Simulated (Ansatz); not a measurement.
Consider AlRu in the CsCl type structure (space group Pm-3m, No. 221).

```
CELL_PARAMETERS angstrom
      2.98252     0.00000     0.00000
      0.00000     2.98252     0.00000
      0.00000     0.00000     2.98252
ATOMIC_POSITIONS crystal
  Al 0.00000 0.00000 0.00000
  Ru 0.50000 0.50000 0.50000
```

Cartesian axes are those of the cell as printed.

The values are results of r2SCAN (Ansatz, a quantum-chemistry and plane-wave program; PAW; 500 eV plane waves; without spin-orbit coupling), not measurements.

Strains are applied to the cell and any free atomic positions relax; under biaxial strain the out-of-plane vector relaxes too.

One change was made to it. Results:

```json
[
 {"quantity": "energy relative to the base (free energy F)", "base": "0 meV/atom", "after": "+8.0 meV/atom"},
 {"quantity": "pressure", "base": "0.0 GPa", "after": "6.9 GPa"}
]
```

Problem. Which of these changes matches the shifts?
A) isotropic strain −1.89 %
B) isotropic strain −0.97 %
C) biaxial strain −0.38 %, plane normal [001], relaxed out of plane

Solution. B, isotropic strain −0.97 %. For comparison, the energy relative to the base in the other runs: biaxial strain −0.38 %, plane normal [001], relaxed out of plane gives +0.4 meV/atom; isotropic strain −1.89 % gives +31 meV/atom.

Without a gap, meshes like the base's 16×16×16 leave anisotropic stresses uncertain by several tenths of a GPa, and small strain energies with them. Whether these cells are dynamically stable was not tested. All final runs are without spin polarisation.
